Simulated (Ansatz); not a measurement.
# MgTe: response to strain

Start from MgTe in the zinc blende structure (space group F-43m, No. 216).

```
CELL_PARAMETERS angstrom
      0.00000     3.18405     3.18405
      3.18405     0.00000     3.18405
      3.18405     3.18405     0.00000
ATOMIC_POSITIONS crystal
  Mg 0.00000 0.00000 0.00000
  Te 0.25000 0.25000 0.25000
```

Strains are applied to the cell and any free atomic positions relax.

Computed with Kohn–Sham DFT with the LDA functional, run in Ansatz (an electronic-structure program) with PAW and 420 eV plane waves, no SOC.

```json
[
 {"change": "base", "band gap": "2.38 eV", "width of the top valence band": "1.56 eV", "gap character": "direct at Γ", "electron mass": "0.16 mₑ (at Γ)", "volume per atom": "32.28 Å³"},
 {"change": "isotropic strain −3.00 %", "band gap": "2.51 eV", "width of the top valence band": "1.78 eV", "gap character": "indirect, Γ → X", "electron mass": "0.60 mₑ along k, 0.29 mₑ across (at X)", "volume per atom": "29.46 Å³"},
 {"change": "isotropic strain −2.50 %", "band gap": "2.54 eV", "width of the top valence band": "1.74 eV", "gap character": "indirect, Γ → X", "electron mass": "0.60 mₑ along k, 0.29 mₑ across (at X)", "volume per atom": "29.92 Å³"},
 {"change": "isotropic strain −2.00 %", "band gap": "2.56 eV", "width of the top valence band": "1.70 eV", "gap character": "indirect, Γ → X", "electron mass": "0.61 mₑ along k, 0.30 mₑ across (at X)", "volume per atom": "30.38 Å³"},
 {"change": "isotropic strain −1.00 %", "band gap": "2.52 eV", "width of the top valence band": "1.63 eV", "gap character": "direct at Γ", "electron mass": "0.16 mₑ (at Γ)", "volume per atom": "31.32 Å³"},
 {"change": "isotropic strain +0.50 %", "band gap": "2.32 eV", "width of the top valence band": "1.52 eV", "gap character": "direct at Γ", "electron mass": "0.16 mₑ (at Γ)", "volume per atom": "32.77 Å³"},
 {"change": "isotropic strain +1.00 %", "band gap": "2.25 eV", "width of the top valence band": "1.49 eV", "gap character": "direct at Γ", "electron mass": "0.16 mₑ (at Γ)", "volume per atom": "33.26 Å³"},
 {"change": "isotropic strain +1.50 %", "band gap": "2.18 eV", "width of the top valence band": "1.46 eV", "gap character": "direct at Γ", "electron mass": "0.16 mₑ (at Γ)", "volume per atom": "33.75 Å³"},
 {"change": "isotropic strain +2.00 %", "band gap": "2.12 eV", "width of the top valence band": "1.43 eV", "gap character": "direct at Γ", "electron mass": "0.16 mₑ (at Γ)", "volume per atom": "34.26 Å³"},
 {"change": "isotropic strain +3.00 %", "band gap": "2.00 eV", "width of the top valence band": "1.37 eV", "gap character": "direct at Γ", "electron mass": "0.15 mₑ (at Γ)", "volume per atom": "35.27 Å³"}
]
```

With Te present, leaving out spin-orbit coupling can change the band edges. Effective masses come from finite differences of ±0.01 Å⁻¹. Along k means along the line from Γ to the band edge. Whether these cells are dynamically stable was not tested.
